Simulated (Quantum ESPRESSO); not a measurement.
**Equation of state of bcc Ba (space group 229): energy against volume (Quantum ESPRESSO, PBE)**

```
Ba
1.0
   -2.46537     2.46537     2.46537
    2.46537    -2.46537     2.46537
    2.46537     2.46537    -2.46537
Ba
1
Direct
  0.00000   0.00000   0.00000
```

Method of the run: PBE, GBRV 1.5 ultrasoft (PBE) pseudopotentials (plane waves; Quantum ESPRESSO). Settings: ecutwfc = 52 Ry; ecutrho = 260 Ry; occupations = smearing; smearing = fermi-dirac; degauss = 0.0036749 Ry; potentials = {Ba: ba_pbe_v1.uspp.F.UPF}; K_POINTS = automatic 16 16 16 0 0 0; conv_thr = 1e-10 Ry; mixing_beta = 0.3. The cell above is the first row's. The rows scale it uniformly. In all rows the k mesh is held. E is the free energy at the stated smearing, counted from the lowest row.

| V (Å^3/atom) | E (meV/atom) |
|---|---|
| 59.939 | ? |
| 61.242 | 2.06 |
| 62.545 | 0.26 |
| 63.848 | 0.00 |
| 65.151 | 1.17 |
| 66.454 | 3.66 |
| 67.757 | 7.37 |
| 69.060 | 12.22 |
| 70.363 | 18.10 |

Taking the third-order Birch-Murnaghan form, a cubic in V^(-2/3) for E over the 8 complete rows: With u = V^(-2/3) - 0.0614, the rows have u = 0.0029626, 0.0020656, 0.0011992, 0.0003617, -0.0004483, -0.0012322, -0.0019915, -0.0027272. Least squares gives E = 2.115 - 2984.2·u + 1029270·u² - 9513225·u³. Residuals (row less fit): -0.001, 0.001, 0.000, 0.000, -0.001, -0.003, 0.005, -0.002; standard error 0.003 (degrees of freedom: 4). Its minimum lies at u = 0.0014800, so V0 = (0.0628800)^(-3/2) = 63.42. There d²E/du² = 1974000 and d³E/du³ = -5.708e7, so B0 = (4/9) × 63.42^(-7/3) × 1974000 × 0.160218 = 8.76 GPa (the last factor turns the table's units into GPa), and B0' = 4 + (2/3) × 0.0628800 × (-5.708e7)/1974000 = 2.8. The program's pressures in the fitted runs (not shown) pass through zero at V = 63.33, 0.14 % from this V0.

**Question.** Predict the withheld E at V = 59.939 from the fit, and compare with the calculation.

**Answer.** u = 0.0038921, so E = 2.115 - 2984.2 × 0.0038921 + 1029270 × 0.0038921² - 9513225 × 0.0038921³ = 5.531 meV/atom. The calculation gives 5.52 meV/atom, 0.011 meV/atom below the prediction (0.1 % of the range of E in the table). The row lies outside the fitted rows, so this is an extrapolation. From the scatter of the fitted rows alone, a prediction at this place has a standard error of 0.009 meV/atom, so the miss is 1.3 times that.

Carrying the step between the two nearest rows on in a straight line would have given 3.86, off by 1.66; series whose last step already gives the withheld value aren't shown. The scan was laid around a cell of about the measured size, scaled by a guess for this functional. Spin-orbit coupling is off. Cutoffs and mesh are single choices, not tested for convergence of this quantity. Series with a scatter that would blur these digits, or in which a gap closes, are not shown. Nor are scans whose minimum lies at an end fitted in this form.
